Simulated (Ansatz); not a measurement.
The structure below was relaxed with PBEsol (Ansatz, a quantum-chemistry and plane-wave program), no spin-orbit coupling, at pressure 15 GPa.

```
CELL_PARAMETERS angstrom
      2.92189     0.00000     0.00000
     -1.46095     2.53043     0.00000
      0.00000     0.00000     4.75676
ATOMIC_POSITIONS crystal
  Mg 0.66667 0.33333 0.25000
  Mg 0.33333 0.66667 0.75000
```

Task: Find the space group and the Wyckoff positions.

Result: Space group P6₃/mmc (No. 194); a = b = 2.9219 Å, c = 4.7568 Å, α = β = 90.00°, γ = 120.00°

```json
[
 {"atom": "Mg", "site": "2d", "symmetry": "-6m2", "x": "0.6667", "y": "0.3333", "z": "0.2500"}
]
```

Task: Describe the coordination.

Result: The crystal has 2 atoms in its conventional cell. Conventional cell: a = b = 2.9219 Å, c = 4.7568 Å, α = β = 90.00°, γ = 120.00°. Mg has 12 Mg at 2.916–2.922 Å (anticuboctahedral). (Neighbours: up to the widest gap in distance over summed covalent radii, below 1.35, at either atom.)

Load acts through the strain it causes; cell and atoms are relaxed under it. Stability against distortions was not tested. No other phases were tried under pressure. The cell was made from Mg in the hcp (Mg type) structure (space group P6_3/mmc, No. 194) by this change: pressure 15 GPa.
